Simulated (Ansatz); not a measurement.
System: fluorite PbF2 (high-temperature phase). Method: revPBE in Ansatz (PAW).

The input as run:

Ansatz 0.2 input:
```yaml
crystal:
  lattice:
    - [0.0, 3.036835295, 3.036835295]
    - [3.036835295, 0.0, 3.036835295]
    - [3.036835295, 3.036835295, 0.0]
  atoms:
    - { symbol: Pb, position: [0.0, 0.0, 0.0] }
    - { symbol: F, position: [0.25, 0.25, 0.25] }
    - { symbol: F, position: [0.75, 0.75, 0.75] }
basis:
  ecutwfc: 520
  ecutrho_ratio: 4
  xc_grid: 2
kpoints:
  mp_grid: { grid: [10, 10, 10] }
  band_path:
    path:
      - [0.0, 0.0, 0.0]
      - [0.05, 0.0, 0.05]
      - [0.1, 0.0, 0.1]
      - [0.15, 0.0, 0.15]
      - [0.2, 0.0, 0.2]
      - [0.25, 0.0, 0.25]
      - [0.3, 0.0, 0.3]
      - [0.35, 0.0, 0.35]
      - [0.4, 0.0, 0.4]
      - [0.45, 0.0, 0.45]
      - [0.5, 0.0, 0.5]
      - [0.541667, 0.083333, 0.541667]
      - [0.583333, 0.166667, 0.583333]
      - [0.625, 0.25, 0.625]
      - [0.375, 0.375, 0.75]
      - [0.340909, 0.340909, 0.681818]
      - [0.306818, 0.306818, 0.613636]
      - [0.272727, 0.272727, 0.545455]
      - [0.238636, 0.238636, 0.477273]
      - [0.204545, 0.204545, 0.409091]
      - [0.170455, 0.170455, 0.340909]
      - [0.136364, 0.136364, 0.272727]
      - [0.102273, 0.102273, 0.204545]
      - [0.068182, 0.068182, 0.136364]
      - [0.034091, 0.034091, 0.068182]
      - [0.0625, 0.0625, 0.0625]
      - [0.125, 0.125, 0.125]
      - [0.1875, 0.1875, 0.1875]
      - [0.25, 0.25, 0.25]
      - [0.3125, 0.3125, 0.3125]
      - [0.375, 0.375, 0.375]
      - [0.4375, 0.4375, 0.4375]
      - [0.5, 0.5, 0.5]
      - [0.5, 0.464286, 0.535714]
      - [0.5, 0.428571, 0.571429]
      - [0.5, 0.392857, 0.607143]
      - [0.5, 0.357143, 0.642857]
      - [0.5, 0.321429, 0.678571]
      - [0.5, 0.285714, 0.714286]
      - [0.5, 0.25, 0.75]
      - [0.5, 0.1875, 0.6875]
      - [0.5, 0.125, 0.625]
      - [0.5, 0.0625, 0.5625]
    npoints: 1
hamiltonian:
  xc: revpbe
  dispersion: none
  pseudopotentials: { kind: paw }
scf:
  occupations: { method: fermi_dirac, width: 0.01 }
  convergence: { dr2_threshold: 0.0000000003 }
output:
  forces: true
  stress: true
  eigenvalues: true
  write_bands: true
```

Excerpt of the program's output:

```
Crystal: 3 atoms, lattice volume = 56.014 Å³
Basis set: ecut = 520 eV, 1459 PW (Γ), exchange–correlation on 64×64×64 points (8 copies of the dense FFT grid, shifted against one another)
Bands: 18, of which v1, the nominal top of the filled ones, is band 14 counted from 1 (13 counted from 0)
Symmetry: 48 space group operations
Space group: Fm-3m (ITA 225), of the structure as read, at distance tolerance 3.8e-5 Å
k-points: 47 of 1000
Functional: x = revpbe(κ = 1.245, μ = 0.2195149727645171), c = pbe(β = 0.06672455060314922)
SCF iter   1: F=—  HF=-13538.616875 eV  |F-HF|=—  |Δ(HF+E_count)|=         —  Δρ=3.97e-3  dr2=8.17e-3
SCF iter   2: F=—  HF=-13538.615581 eV  |F-HF|=—  |Δ(HF+E_count)|=   1.29e-3  Δρ=3.06e-3  dr2=2.58e-3
  ...
SCF iter   6: F=—  HF=-13538.615026 eV  |F-HF|=—  |Δ(HF+E_count)|=   1.43e-6  Δρ=2.50e-6  dr2=3.16e-9
SCF iter   7: F=-13538.615026 eV  HF=-13538.615026 eV  |F-HF|=4.73e-11  |Δ(HF+E_count)|=  2.69e-10  Δρ=3.15e-7  dr2=2.79e-11
SCF 1 converged in 7 iterations: F = -13538.615026 eV  dr2 = 2.79e-11
SCF converged after 7 iterations
Free energy (F): -13538.615026 eV
Internal energy: -13538.615026 eV  (E = F + TS)
E sigma→0 (E₀):  -13538.615026 eV
Fermi energy:    6.378865 eV
--- Forces (eV/Å), atoms counted from 1 ---
  atom   1  Pb    -0.00000000     0.00000000     0.00000000
  atom   2  F      0.00000000     0.00000000    -0.00000000
  atom   3  F      0.00000000    -0.00000000     0.00000000
--- Stress (GPa, compression-positive) ---
       -0.000317       0.000000       0.000000
        0.000000      -0.000317       0.000000
        0.000000      -0.000000      -0.000317
  P = ⅓ Tr σ = -0.0003 GPa (-0.003 kbar)
```

The PAW data were made under PBE.

Computing time: roughly 8 core-seconds.

Ansatz is a program for electronic structure.
